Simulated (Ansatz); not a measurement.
Input and output of a self-consistent single point for Ba (Fm-3m, 1 atom in the cell) (Ansatz, a quantum-chemistry and plane-wave program)

Method: PBEsol, default PAW files made with PBE (plane waves; Ansatz).

The input file:

Ansatz 0.2 input:
```yaml
# Ba
crystal:
  lattice:
    - [0.000000, 3.162402, 3.162402]
    - [3.162402, 0.000000, 3.162402]
    - [3.162402, 3.162402, 0.000000]
  atoms:
    - { symbol: Ba, position: [0.000000, 0.000000, 0.000000] }
kpoints:
  mp_grid:
    grid: [12, 12, 12]
hamiltonian:
  xc: pbesol
  pseudopotentials:
    kind: paw
scf:
  occupations:
    method: fermi_dirac
    width: 0.05
output:
  forces: true
  eigenvalues: true
  stress: true
```

Output, abridged:

```
WARN basis.ecutwfc = 420 eV, the default
WARN ansatz: RAYON_NUM_THREADS=1 ignored (pool sized by the plan → 1); use --threads N
Pseudopotentials: kind: paw
Pseudopotential: Ba, paw, valence charge 10
Crystal: 1 atoms, lattice volume = 63.253 Å³
Basis set: ecut = 420 eV, 1243 PW (Γ), exchange–correlation on 60×60×60 points (8 copies of the dense FFT grid, shifted against one another)
Bands: 9, of which v1, the nominal top of the filled ones, is band 5 counted from 1 (4 counted from 0)
Symmetry: 48 space group operations
Space group: Fm-3m (ITA 225), of the structure as read, at distance tolerance 4.0e-5 Å
k-points: 72 of 1728
PAW frozen core: Ba, regenerated for the run's functional, and the local potential with it
Initial density: superposition of atomic densities (neutral atoms: chi_scale 0, normalization atom), corrected by the library's trained network
Initial wavefunctions: pseudopotential atomic-orbital guess
Eigensolver: davidson
Functional: x = pbesol(κ = 0.804, μ = 0.12345679012345678), c = pbesol(β = 0.046)
SCF iter   1: F=—  HF=-5862.589874 eV  |F-HF|=—  |Δ(HF+E_count)|=         —  Δρ=1.55e-3  dr2=1.20e-3  ethr=1.77e-3  ⟨swp⟩=7.6  Hψ=6404  notcnv=0
all-band conjugate gradients solve this SCF's bands
preconditioner: auto → Kerker (q_TF=auto, 2.006 Å⁻¹)
SCF iter   2: F=—  HF=-5862.590017 eV  |F-HF|=—  |Δ(HF+E_count)|=   1.43e-4  Δρ=8.94e-4  dr2=4.65e-4  ethr=1.20e-5  ⟨swp⟩=2.5  Hψ=1524  notcnv=0
SCF iter   3: F=—  HF=-5862.589972 eV  |F-HF|=—  |Δ(HF+E_count)|=   4.46e-5  Δρ=1.39e-4  dr2=2.62e-5  ethr=4.65e-6  ⟨swp⟩=1.1  Hψ=659  notcnv=0
SCF iter   4: F=—  HF=-5862.589969 eV  |F-HF|=—  |Δ(HF+E_count)|=   2.81e-6  Δρ=3.66e-5  dr2=7.52e-7  ethr=2.62e-7  ⟨swp⟩=2.5  Hψ=967  notcnv=0
iter 5 did not close the SCF: its close was put off for the readings that it lacked (scf_convergence_deferred on its scf_iter line)
SCF iter   5: F=-5862.589969 eV  HF=-5862.589969 eV  |F-HF|=1.30e-8  |Δ(HF+E_count)|=   7.82e-8  Δρ=7.02e-6  dr2=3.45e-8  ethr=7.52e-9  ⟨swp⟩=2.2  Hψ=1030  notcnv=0
SCF iter   6: F=-5862.589969 eV  HF=-5862.589969 eV  |F-HF|=6.56e-10  |Δ(HF+E_count)|=   1.38e-8  Δρ=1.47e-6  dr2=1.13e-9  ethr=3.45e-10  ⟨swp⟩=3.2  Hψ=2491  notcnv=0
the search or the solves at the SCF's close seem to have found levels that the self-consistency loop had missed (the run counts 1) …
SCF 1 converged in 6 iterations: F = -5862.589969 eV  dr2 = 1.13e-9
SCF converged after 6 iterations
Free energy (F): -5862.589969 eV
Harris-Foulkes:  -5862.589969 eV  (|F-HF|=6.56e-10)
Internal energy: -5862.576798 eV  (E = F + TS)
E sigma→0 (E₀):  -5862.583384 eV
Entropy (-TS):   -0.013171 eV (-13.171 meV/atom)
Fermi energy:    5.742962 eV
--- Per-component energies (eV) ---
  E_band       = -85.961967
  E_kinetic    = 166.294990
  E_local      = -379.618501  (includes V_loc(G=0)·N_el)
  E_nonlocal   = 58.451061
  E_hartree    = 119.491419
  E_xc         = -164.953606
  E_vxc        = -133.104169  (∫ρ·V_xc dr)
  E_paw        = -5140.477115  (= ΣΔE_a)
  E_vpaw       = -36.968158  (= ΣTr[D̂ρ^β])
  E_aug_tail   = -0.000002  (compensation charges beyond the density's cutoff)
  E_ewald      = -521.916477
  E_core_change = 0.151433  (= ΣΔE_core)
  E_smearing   = -0.013171  (= −TS)
  E_closure    = 0.000000  (closes the sum)
  Σ components = -5862.589969   (vs F -5862.589969, Δ=0.00e0)
--- Forces (eV/Å), atoms counted from 1 ---
  atom   1  Ba     0.00000000    -0.00000000    -0.00000000
  max |Σ_I F_I| component: 1.11e-31 eV/Å
--- Stress (GPa, compression-positive) ---
       -0.595396       0.000000      -0.000000
        0.000000      -0.595396       0.000000
       -0.000000       0.000000      -0.595396
  P = ⅓ Tr σ = -0.5954 GPa (-5.954 kbar)
  The stress holds the Pulay correction. Without it, at fixed plane waves, as pw.x and ABINIT print it: P = -0.5963 GPa
--- Band table (eV; the first three rows and the last of 72) ---
  k-point 0: bands = ["-23.1444", "-8.0774", "-8.0774", "-8.0774", "2.9304", "7.4960", "7.4960", "7.4960", "9.0653"]
  k-point 1: bands = ["-23.1418", "-8.1104", "-8.0815", "-8.0815", "3.0532", "7.3287", "7.5514", "7.5514", "8.9677"]
  k-point 2: bands = ["-23.1346", "-8.1986", "-8.0928", "-8.0928", "3.3973", "6.9860", "7.6606", "7.6606", "8.8278"]
  k-point 71: bands = ["-23.0918", "-8.3778", "-8.3778", "-8.2490", "5.6610", "6.4243", "6.4243", "7.8350", "10.6409"]
```

The run converged in 6 iterations.

The starting cell was generated: these elements placed on a structure prototype, without a prior relaxation; it need not be a known phase or ordering of this composition. Ansatz's pressure includes its estimate of the finite-basis (Pulay) stress.
